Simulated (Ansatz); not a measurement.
## InPd in the CsCl type structure (space group Pm-3m, No. 221)

```
CELL_PARAMETERS angstrom
      3.30521     0.00000     0.00000
      0.00000     3.30521     0.00000
      0.00000     0.00000     3.30521
ATOMIC_POSITIONS crystal
  In 0.50000 0.50000 0.50000
  Pd 0.00000 0.00000 0.00000
```

All numbers come from PBE, PAW, 420 eV (Ansatz, an electronic-structure program; without spin-orbit coupling). Settings: 14×14×14 k-points, 0.05 eV Fermi–Dirac smearing.

```yaml
volume_per_atom: 18.05 Å³
density: 10.17 g/cm³
band_gap: zero
total_energy: -6285.835 eV/atom (σ→0; compares only within this code and set-up)
```

Whether these cells are dynamically stable was not tested. The final runs are not spin-polarised.
